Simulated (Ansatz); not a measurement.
Results of LDA (Ansatz, a first-principles code, PAW) for SiO₂ (within 0.1 Å of C222₁, No. 20, 12 atoms in the cell; start mp-555891; a measured phase of this formula has another space group).

Settings: plane-wave cutoff 520 eV, 8×4×8 k mesh (along the axes of the cell as run), Fermi–Dirac smearing 0.01 eV, scalar-relativistic PAW data made under PBE.

Cell (relaxed at this level):

```yaml
crystal:
  lattice:
    - [4.89600, 0.00000, -0.02229]
    - [0.00000, 8.13043, 0.00000]
    - [-2.42763, 0.00000, 4.41305]
  atoms:
    - { symbol: Si, position: [0.56631, 0.93844, 0.32764] }
    - { symbol: Si, position: [0.43369, 0.43844, 0.67236] }
    - { symbol: Si, position: [0.23875, 0.06406, 0.67251] }
    - { symbol: Si, position: [0.76125, 0.56406, 0.32749] }
    - { symbol: O, position: [0.87017, 0.05343, 0.43922] }
    - { symbol: O, position: [0.12983, 0.55343, 0.56078] }
    - { symbol: O, position: [0.30161, 0.00130, 0.00011] }
    - { symbol: O, position: [0.69839, 0.50130, 0.99989] }
    - { symbol: O, position: [0.56896, 0.44903, 0.43902] }
    - { symbol: O, position: [0.43104, 0.94903, 0.56098] }
    - { symbol: O, position: [0.34603, 0.25125, 0.69201] }
    - { symbol: O, position: [0.65397, 0.75125, 0.30799] }
```

### Question
Estimate the band gap that the calculation returns.

### Answer

band gap: 5.56 eV (direct)

The computed numbers hold no vibrational or temperature effects.

A start named mp-… is a Materials Project structure, which need not be a measured phase.
